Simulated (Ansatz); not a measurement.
Base system: PtSe$_{2}$ in the CdI2 type structure (space group P-3m1, No. 164; a = 3.772 Å, c = 4.821 Å; layered; relaxed with 0.1 eV smearing).

All numbers come from PBE-D3(BJ) in Ansatz (plane waves to 420 eV, PAW, no spin-orbit coupling).

Base values:

The pressure is 0.0 GPa.

It is then changed as follows: an isotropic linear strain of −1.47 %, atoms relaxed at fixed cell.

What does the calculation give for the pressure after the change?

The pressure (mean of the normal stresses, compression positive) goes from zero to 4.1 GPa.

How does this affect the largest internal atomic displacement?

The largest internal atomic displacement comes out as 0.036 Å.

Stability against distortions was not tested. The final runs are not spin-polarised.

Ansatz is a quantum-chemistry and plane-wave program.
